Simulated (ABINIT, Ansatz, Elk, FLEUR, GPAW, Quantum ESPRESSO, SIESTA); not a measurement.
**TiCo (Pm-3m, 2 atoms in the cell) computed with different codes at matched settings**

Self-consistent single point.

```
CELL_PARAMETERS angstrom
      2.92310     0.00000     0.00000
      0.00000     2.92310     0.00000
      0.00000     0.00000     2.92310
ATOMIC_POSITIONS crystal
  Ti 0.00000 0.00000 0.00000
  Co 0.50000 0.50000 0.50000
```
Moments meant for the start (each program seeds them in its own way; μB, in the order of the atoms Ti Co): 1.0 3.0.

All programs got the same cell, k-point mesh and kind of occupations, and the same starting moments (in Ansatz's words: kpoints.mp_grid.grid = 15 15 15; magnetization.spin_polarized = true; scf.occupations.method = gaussian; scf.occupations.width = 0.272 eV); potentials, basis and cutoffs are each program's usual ones.

| code | model | pressure (GPa) | size of the net moment (μB/atom) | k-points | cutoff |
|---|---|---|---|---|---|
| ABINIT | PBE, norm-conserving pseudopotentials (PseudoDojo nc-sr-05 PBE standard) | 11.53 | 0.34 | 120 | 48 Ha |
| Elk | PBE, all-electron FP-LAPW, Elk's shipped species files, APW+lo basis with extra local orbitals | – | 0.32 | 120 | rgkmax 8 |
| FLEUR | PBE, all-electron FLAPW (FLEUR), scalar-relativistic valence | – | 0.30 | 120 | Kmax 3.5 1/bohr |
| Ansatz | PBE, PAW files | 11.37 | 0.33 | 120 | default |
| GPAW | PBE, GPAW PAW datasets PBE (gpaw-data 1.0.1) | 12.11 | 0.33 | 120 | 850 eV |
| Quantum ESPRESSO | PBE, PSlibrary PAW (PBE) pseudopotentials | 11.88 | 0.34 | 120 | 60 Ry |
| SIESTA | GGA PBE, numerical atomic orbitals TZP, PseudoDojo PBE standard norm-conserving potentials (rewritten from UPF to PSML) | 5.55 | 0.34 | 1688 | grid 300 Ry |

A dash marks a value that a program does not give, or that is left out as unsure.

The spread over the programs that give each value: pressure within 6.56 GPa; size of the net moment within 0.04 μB/atom.

The starting cell comes from a database of computed structures (which also holds hypothetical and non-ambient phases and stackings), without a prior relaxation at this level. Its lattice was rescaled by a random factor within 2.5 % of one. On Ansatz's run: The moments shrank to a small part of their start, a low-spin state that need not be the lowest. In the base run, with a pressure of about 11 GPa the cell is away from its equilibrium volume at this level.

Q: Why do the programs differ, and what cannot be compared?

A: Differences of this kind can come from the potentials, where these differ, and from what each basis and cutoff leave unconverged. The valence holds different numbers of electrons (ABINIT 29, FLEUR 27, Ansatz (a program for electronic structure) 29, GPAW 21, Quantum ESPRESSO 21, SIESTA 29). The zero of total energies and Fermi levels follows the potentials and each program's conventions, so they are not compared here. SIESTA uses small atom-centred bases, whose incompleteness enters pressures, forces and empty levels differently from a plane-wave cutoff. Elk and FLEUR treat all electrons, but the usual bases taken here (sphere radii, linearisation, local orbitals, empty states) were not tested for convergence, so the values are no reference for the others. Ansatz's pressure is given at a fixed set of plane waves, as the other plane-wave codes print theirs; with its correction for the finite basis it is 11.49 GPa. Site moments depend on each program's spheres or projections; the total moment of the cell does not. The programs reduce the same mesh by symmetry to different extents, which changes the work and not the result. In the pressure, SIESTA (by 6.16) lies more than 1 GPa from the median of the plane-wave programs.

Keys are those of Ansatz 0.2.
